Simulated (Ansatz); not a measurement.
The reference is CdTe in the zinc blende structure (space group F-43m, No. 216; a = 6.558 Å). Axes: x, y, z lie along the cube axes.

Modification: biaxial strain −0.42 %, plane normal [111], relaxed out of plane (Cartesian); in-plane vectors clamped, the third vector and the atoms free.

Level of theory: r2SCAN in Ansatz (plane waves to 500 eV, PAW, no spin-orbit coupling).

**Question.** Give the band edges at the high-symmetry points of the new zone, measured from its valence-band maximum.

**Answer.** 
| point | valence edge (eV) | conduction edge (eV) |
|---|---|---|
| Γ | 0.00 | 1.17 |
| T | -0.73 | 2.25 |
| H₂ | -2.12 | 4.55 |
| H₀ | -2.12 | 4.55 |
| L | -0.75 | 2.18 |
| S₀ | -1.52 | 3.20 |
| S₂ | -1.52 | 3.20 |
| F | -1.79 | 2.92 |

The gap is 1.17 eV, direct at Γ.

With Te present, leaving out spin-orbit coupling can change the band edges. Whether these cells are dynamically stable was not tested. Labels are those of the standard path for the cell's own space group.

Ansatz is an electronic-structure program.
